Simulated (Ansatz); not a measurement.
Given:

```yaml
crystal:
  lattice:
    - [6.77962, 0.00000, 0.00000]
    - [0.00000, 7.22064, 0.00000]
    - [0.00000, 3.61032, 2.08442]
  atoms:
    - { symbol: Cd, position: [0.49978, 0.33333, 0.00000] }
    - { symbol: Cd, position: [0.99978, 0.66667, 0.00000] }
    - { symbol: S, position: [0.12322, 0.33333, 0.00000] }
    - { symbol: S, position: [0.62322, 0.66667, 0.00000] }
```

Space group of this cell: P6_3mc, wurtzite. The cell is taken as given.

Transport runs along the normal of the first two printed cell vectors, the (110) plane of the conventional cell.

The gap is the functional's own, uncorrected, and κ follows it; spin-orbit coupling is left out. Mid-gap values are interpolated between the computed energies.

### Question
Give the band gap and the smallest decay constant κ at mid-gap that r2SCAN (Ansatz, a quantum-chemistry and plane-wave program) yields.

### Answer
Gap 1.62 eV on a 6×14×14 mesh; κ = 0.128 1/Å, at the zone centre.
